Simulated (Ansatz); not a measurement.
Pressure series in GaSb

Base system: GaSb in the zinc blende structure (space group F-43m, No. 216; a = 6.111 Å).

Cell and atoms are relaxed at each pressure.

Level of theory: PBEsol in Ansatz (plane waves to 420 eV, PAW, no spin-orbit coupling).

```tsv
pressure (GPa)	volume per atom (Å³/atom)
-2	29.788
-1	?
0	28.533
2.1	27.483
4.5	26.514
9	25.093
15	23.668
22.5	22.332
30	21.294
```

### Question
Fit the third-order Birch–Murnaghan form P(V) = (3B₀/2)[(V₀/V)^(7/3) − (V₀/V)^(5/3)]·[1 + (3/4)(B₀′ − 4)((V₀/V)^(2/3) − 1)] (squares taken in P) to the rows shown and predict the withheld row.

### Answer
Least squares on the printed values gives V₀ = 28.534 Å³/atom, B₀ = 52.0 GPa, B₀′ = 4.6; this predicts 29.114 Å³/atom, and the run gives 29.123 Å³/atom, 0.009 higher.

Measured bulk modulus of GaSb: 57 GPa (temperature not stated; as listed in Cormac Toher et al., Physical Review Materials (2017)); the computed value is for a static lattice, so the two differ by thermal effects too.

Load acts through the strain it causes; cell and atoms are relaxed under it. No phonon test of stability was made. Tetrahedral semiconductors of this kind turn to denser phases somewhere between about 1 and 50 GPa; those were not computed, so compressed cells here can lie past the real transition. All final runs are without spin polarisation.

Ansatz is a first-principles code.
